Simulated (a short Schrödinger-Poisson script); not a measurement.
Structure: gated Al0.33Ga0.67As/GaAs δ-doped gas, at 20 K.

| layer | material | thickness (nm) | Na (cm⁻³) |
|---|---|---|---|
| 1 | Al0.33Ga0.67As | 15 | - |
| 2 | Al0.33Ga0.67As | 10 | - |
| 3 | GaAs | 6000 | 9e14 |

Constants are typed, rounded textbook-type inputs, not results; the design itself was drawn at random and stands for no fabricated device. Al0.33Ga0.67As: permittivity 11.96, conduction-band edge (eV) 0.261, gap (eV) 1.836, electron mass (mₑ) 0.0944, Nv at 300 K (cm⁻³) 9e18. GaAs: permittivity 12.9, conduction-band edge (eV) 0, gap (eV) 1.424, Nv at 300 K (cm⁻³) 9e18.

Channel valleys (confinement mass, in-plane density-of-states mass, number): Γ 0.067, 0.067, 1. At the gate the conduction-band edge of layer 1 lies 1.01 eV − eVg above the Fermi level of the channel; the field vanishes at the back. Sheet of ionised δ-doping: +3.9e12 e/cm² at 15 nm from the gate. The barrier under the gate holds no holes. Gaps are held at their typed values at every temperature. Mesh 0.08 nm at interfaces.

Solved with a short Schrödinger-Poisson script written for these runs: 1D Poisson equation in equilibrium, electrons quantum, Hartree (BenDaniel-Duke, 40 states a valley, the channel's in-plane mass for all, wave functions free to enter the barrier), parabolic valleys, classical holes, full ionisation, no traps, pinning or gate leakage.

The same stack at other levels of the model or other numerical settings:

```
run                                                                  sheet density of all electrons at Vg = 0.5 V (cm⁻²)  sheet density of all electrons at Vg = 0 V (cm⁻²)  capacitance at Vg = 0.5 V (μF/cm²)  centroid of the channel electrons at Vg = 0.5 V (nm)  rough cost against the base
-------------------------------------------------------------------  ---------------------------------------------------  -------------------------------------------------  ----------------------------------  ----------------------------------------------------  ---------------------------
base                                                                                                             1.22e12                                            1.19e11                               0.532                                                  5.24                      about 1
electrons treated as classical, Boltzmann                                                                        1.50e12                                            1.96e11                               0.445                                                  0.35                         0.02
electrons treated as quantum, Hartree plus LDA exchange-correlation                                              1.24e12                                            1.31e11                               0.492                                                  4.89                      about 1
mesh six times as coarse                                                                                         1.22e12                                            1.19e11                               0.542                                                  5.21                          0.2
one subband a valley                                                                                             1.21e12                                            1.19e11                               0.363                                                  4.87                          0.3
```

The classical rows ignore confinement, and Boltzmann statistics overrate the density once the band edge passes the Fermi level.
